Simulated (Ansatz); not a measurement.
We consider A15 Nb₃Sn (cubic form, which distorts at low temperature), described by PBE-D3(BJ) (Ansatz, an electronic-structure program, PAW).

Input file:

Ansatz 0.2 input:
```yaml
crystal:
  lattice:
    - [5.2547950274, 0.0, 0.0]
    - [0.0, 5.2547950274, 0.0]
    - [0.0, 0.0, 5.2547950274]
  atoms:
    - { symbol: Nb, position: [0.25, 0.0, 0.5] }
    - { symbol: Nb, position: [0.5, 0.25, 0.0] }
    - { symbol: Nb, position: [0.5, 0.75, 0.0] }
    - { symbol: Nb, position: [0.75, 0.0, 0.5] }
    - { symbol: Nb, position: [0.0, 0.5, 0.75] }
    - { symbol: Nb, position: [0.0, 0.5, 0.25] }
    - { symbol: Sn, position: [0.5, 0.5, 0.5] }
    - { symbol: Sn, position: [0.0, 0.0, 0.0] }
basis:
  ecutwfc: 520
  ecutrho_ratio: 4
  xc_grid: 2
kpoints:
  mp_grid: { grid: [10, 10, 10] }
hamiltonian:
  xc: pbe
  dispersion: d3bj
  pseudopotentials: { kind: paw }
scf:
  occupations: { method: fermi_dirac, width: 0.05 }
  convergence: { dr2_threshold: 0.0000000008 }
output:
  forces: true
  stress: true
  eigenvalues: true
```

Output (set-up and result lines):

```
Crystal: 8 atoms, lattice volume = 145.100 Å³
Basis set: ecut = 520 eV, 3887 PW (Γ), exchange–correlation on 80×80×80 points (8 copies of the dense FFT grid, shifted against one another)
Bands: 64, of which v1, the nominal top of the filled ones, is band 53 counted from 1 (52 counted from 0)
Symmetry: 48 space group operations
Space group: Pm-3n (ITA 223), of the structure as read, at distance tolerance 5.3e-5 Å
k-points: 56 of 1000
Functional: x = pbe(κ = 0.804, μ = 0.2195149727645171), c = pbe(β = 0.06672455060314922)
SCF iter   1: F=—  HF=-39369.012745 eV  |F-HF|=—  |Δ(HF+E_count)|=         —  Δρ=5.34e-3  dr2=3.92e-2
SCF iter   2: F=—  HF=-39369.004551 eV  |F-HF|=—  |Δ(HF+E_count)|=   8.19e-3  Δρ=2.93e-3  dr2=1.26e-2
  ...
SCF iter   7: F=—  HF=-39369.000578 eV  |F-HF|=—  |Δ(HF+E_count)|=   6.93e-9  Δρ=9.85e-7  dr2=1.23e-9
SCF iter   8: F=-39369.000578 eV  HF=-39369.000578 eV  |F-HF|=7.28e-12  |Δ(HF+E_count)|=  5.09e-11  Δρ=1.30e-7  dr2=1.45e-11
SCF 1 converged in 8 iterations: F = -39369.000578 eV  dr2 = 1.45e-11
SCF converged after 8 iterations
Free energy (F): -39369.000578 eV
Internal energy: -39368.890225 eV  (E = F + TS)
E sigma→0 (E₀):  -39368.945401 eV
Fermi energy:    17.600726 eV
--- Forces (eV/Å), atoms counted from 1 ---
  atom   1  Nb     0.00000000     0.00000000     0.00000000
  atom   2  Nb     0.00000000    -0.00000000     0.00000000
  atom   3  Nb    -0.00000000    -0.00000000     0.00000000
  atom   4  Nb     0.00000000    -0.00000000     0.00000000
  atom   5  Nb    -0.00000000    -0.00000000    -0.00000000
  atom   6  Nb     0.00000000    -0.00000000    -0.00000000
  atom   7  Sn     0.00000000     0.00000000     0.00000000
  atom   8  Sn     0.00000000    -0.00000000    -0.00000000
--- Stress (GPa, compression-positive) ---
        0.000009       0.000000       0.000000
        0.000000       0.000009       0.000000
        0.000000       0.000000       0.000009
  P = ⅓ Tr σ = 0.0000 GPa (0.000 kbar)
```

Note: symmetry holds this phase in the static calculation, where it need not be a minimum.
